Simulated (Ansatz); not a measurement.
An ideal cubic perovskite cell is held by its symmetry; such compounds can tilt or shift off centre at room temperature.

 Where the default PAW files enter, the runs use the earlier of Ansatz's two default sets.

Crystal: BaTiO3 (Pm-3m, cubic perovskite, 5 atoms a cell, 12.9 Å³ an atom, -2 GPa at this level); planes in its conventional cell.

These are r2SCAN (plane waves, PAW; Ansatz, a quantum-chemistry and plane-wave program) values and carry that method's errors.

No gap correction and no spin-orbit coupling; mid-gap values are interpolated between computed energies.

```csv
plane,area of the cell (Å²),mid-gap κ (1/Å),largest κ in the gap (1/Å)
(110),22.7,0.24,0.24
(111),27.8,(withheld),(withheld)
```

The slowest decay depends on the direction. Supply the withheld values.


- (111), mid-gap κ (1/Å): 0.28
- (111), largest κ in the gap (1/Å): 0.28
